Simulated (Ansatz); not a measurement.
## Si3N4, pressure series

Consider Si3N4 (space group P6_3/m, No. 176; a = 7.664 Å, c = 2.927 Å).

Cell and atoms are relaxed at each pressure.

Method: Ansatz (an electronic-structure program) PBE, no spin-orbit coupling.

Notes on the quantities. enthalpy: H = E + PV relative to the base's energy.

```tsv
variant	shortest interatomic distance	band gap	enthalpy	density
base	1.743 Å	4.25 eV	–	3.13 g/cm³
pressure −2 GPa	1.748 Å	4.22 eV	-0.13 eV/atom	3.10 g/cm³
pressure −1 GPa	1.745 Å	4.24 eV	-0.07 eV/atom	3.12 g/cm³
pressure 0.3 GPa	1.742 Å	4.26 eV	+0.02 eV/atom	3.13 g/cm³
pressure 0.7 GPa	1.741 Å	4.26 eV	+0.05 eV/atom	3.14 g/cm³
pressure 1.5 GPa	1.739 Å	4.28 eV	+0.10 eV/atom	3.15 g/cm³
pressure 3 GPa	1.736 Å	4.30 eV	+0.20 eV/atom	3.17 g/cm³
pressure 5 GPa	1.731 Å	4.32 eV	+0.33 eV/atom	3.20 g/cm³
pressure 7.5 GPa	1.726 Å	4.36 eV	+0.49 eV/atom	3.23 g/cm³
pressure 10 GPa	1.720 Å	4.39 eV	+0.65 eV/atom	3.26 g/cm³
```

Load acts through the strain it causes; cell and atoms are relaxed under it. No phonon test of stability was made. Competing high-pressure phases were not computed.
